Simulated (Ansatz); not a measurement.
Functionals compared on a constructed model of the (100) surface of fcc Al, a pseudomorphic layer of Mo in the host's stacking (bottom of the slab: a bare face, its two planes held), in Ansatz (plane waves, PAW). The structure was relaxed with PBE; the other rows are single points on it. Cutoff 420 eV (500 eV for r2SCAN).

Slab: 7 atoms, 12.1 Å thick at the start; k 13x13x1, smearing 0.1 eV, dipole-corrected; 2 atoms held, the rest relaxed; held to the start's symmetry, so lower structures may exist; no spin, no spin-orbit, no U. It is one candidate, not shown to be the stable structure of the face. These notes are the PBE run's.

| functional | work function of the top face (eV) | rough cost of the single point |
|---|---|---|
| PBE | 4.89 | – |
| RPBE | ? | very roughly 7 core-seconds |
| r2SCAN | 4.96 | very roughly 18 core-seconds |

**Question.** What belongs in the gaps?

**Answer.** 
- RPBE, work function of the top face (eV): 4.74

Ansatz is an electronic-structure program.
